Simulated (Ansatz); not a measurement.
L1₂ (Cu3Au-type) Pt3Ti was calculated with PBE+SOC (PAW; Ansatz, a program for electronic structure).

Run with plane-wave cutoff 520 eV, 14×14×14 k mesh, Fermi–Dirac smearing 0.05 eV, PAW data made under PBE.

The volume scan:

```tsv
V (Å³/atom)	E − E_lowest (meV/atom)	P (GPa)
14.440	45.85	16.99
14.748	19.50	10.62
15.055	4.65	4.98
15.362	0.00	-0.03
15.669	4.38	-4.46
15.976	16.76	-8.38
16.284	36.22	-11.84
```

**Question.** Estimate the bulk modulus from the pressures at 15.055 and 15.669 Å³/atom, and compare it with a fit to all energies.

**Answer.** B = −V dP/dV. Between V = 15.055 and 15.669 Å³/atom, dP/dV = (-4.46 − (4.98))/(15.669 − 15.055) = -15.4 GPa per Å³/atom; at the midpoint 15.362 Å³/atom this gives B ≈ 236 GPa. The third-order Birch–Murnaghan fit gives V0 = 15.360 Å³/atom, B0 = 235 GPa, B′ = 5.1, which lies within 1 % of that estimate.

Measured, for comparison: equilibrium volume per atom 15.01 Å³/atom (temperature not stated, no zero-point or thermal correction; as tabulated in Molecular Dynamics Simulations of PtTi High-Temperature Shape Memory Alloys …). Computed (rounded) less measured: equilibrium volume per atom +2.3 %.
